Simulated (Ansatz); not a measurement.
CsCl-type RuAl was calculated with r²SCAN-D4 (Ansatz, an electronic-structure program, plane waves, PAW).

Numerical settings: plane-wave cutoff 560 eV, 18×18×18 k mesh, Fermi–Dirac smearing 0.05 eV, no spin polarisation, scalar-relativistic PAW data made under PBE.

Cell (relaxed at this level):

```yaml
crystal:
  lattice:
    - [2.97470, 0.00000, 0.00000]
    - [0.00000, 2.97470, 0.00000]
    - [0.00000, 0.00000, 2.97470]
  atoms:
    - { symbol: Al, position: [0.50000, 0.50000, 0.50000] }
    - { symbol: Ru, position: [0.00000, 0.00000, 0.00000] }
```

Problem. Give the computed bulk modulus and pressure derivative B′ of the bulk modulus.

Solution. 
- bulk modulus = 225 GPa
- pressure derivative B′ of the bulk modulus = 4.4

The run finds no gap.

Computed values are for the static lattice.

Cost on a shared machine: roughly 90 core-seconds.
